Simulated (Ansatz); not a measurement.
A computed series for CdS: pressure series

Take CdS in the zinc blende structure (space group F-43m, No. 216; a = 5.927 Å) as the base.

Cell and atoms are relaxed at each pressure.

Computed with DFT with PBE, PAW potentials and a 420 eV plane-wave cutoff in Ansatz (a first-principles code), no spin-orbit coupling, earlier PAW set.

Notes on the quantities. hole mass: degenerate bands, along [100].

| case | band gap | density | hole mass | shortest interatomic distance |
|---|---|---|---|---|
| base | 1.04 eV | 4.61 g/cm³ | 0.13, 0.82, 0.82 mₑ (at Γ) | 2.567 Å |
| pressure −2 GPa | 0.95 eV | 4.42 g/cm³ | 0.12, 0.87, 0.87 mₑ (at Γ) | 2.602 Å |
| pressure −1 GPa | 1.00 eV | 4.52 g/cm³ | 0.12, 0.85, 0.85 mₑ (at Γ) | 2.583 Å |
| pressure 3 GPa | 1.15 eV | 4.85 g/cm³ | 0.13, 0.77, 0.77 mₑ (at Γ) | 2.524 Å |
| pressure 7 GPa | [?] | [?] | [?] | [?] |
| pressure 15 GPa | 1.42 eV | 5.54 g/cm³ | 0.15, 0.64, 0.64 mₑ (at Γ) | 2.414 Å |
| pressure 30 GPa | 1.59 eV | 6.16 g/cm³ | 0.17, 0.55, 0.55 mₑ (at Γ) | 2.330 Å |
| pressure 50 GPa | 1.71 eV | 6.79 g/cm³ | 0.18, 0.49, 0.49 mₑ (at Γ) | 2.256 Å |
| pressure 75 GPa | 1.78 eV | 7.41 g/cm³ | 0.19, 0.43, 0.43 mₑ (at Γ) | 2.191 Å |
| pressure 100 GPa | 1.80 eV | 7.93 g/cm³ | 0.20, 0.40, 0.40 mₑ (at Γ) | 2.142 Å |

Some entries are withheld; estimate them.


- pressure 7 GPa, band gap: 1.26 eV
- pressure 7 GPa, density: 5.11 g/cm³
- pressure 7 GPa, hole mass: 0.14, 0.71, 0.71 mₑ (at Γ)
- pressure 7 GPa, shortest interatomic distance: 2.480 Å

Load acts through the strain it causes; cell and atoms are relaxed under it. Masses are band curvatures over ±0.01 Å⁻¹ around the edge. Whether these cells are dynamically stable was not tested. Tetrahedral semiconductors of this kind turn to denser phases somewhere between about 1 and 50 GPa; those were not computed, so compressed cells here can lie past the real transition.
